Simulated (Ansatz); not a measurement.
## Hypothetical simple cubic Pt: pressure −1 GPa

Consider Pt in the simple cubic structure (space group Pm-3m, No. 221; a = 2.6241 Å; a hypothetical phase, not in the database extracts checked).

Perturbation: a negative pressure, −1 GPa.

All numbers come from PBE (Ansatz, an electronic-structure program; PAW; 420 eV plane waves; without spin-orbit coupling). k-mesh 18×18×18 (Γ-centred); smearing 0.05 eV (Fermi–Dirac).

The volume per atom rises by 0.10 Å³, from 18.07 Å³ to 18.17 Å³ and the density falls by 0.10 g/cm³ to 17.83 g/cm³. The lattice parameter a rises by 0.005 Å (2.624 Å → 2.629 Å) and the band gap remains zero.

Final structure:

```
Pt
1.0
    2.62891     0.00000     0.00000
    0.00000     2.62891     0.00000
    0.00000     0.00000     2.62891
Pt
1
Direct
  0.00000   0.00000   0.00000
```

Cost of the whole job for the changed cell (relaxation, final SCF and bands): roughly 11 core-seconds.

Load acts through the strain it causes; cell and atoms are relaxed under it. Whether these cells are dynamically stable was not tested. The final runs are not spin-polarised.
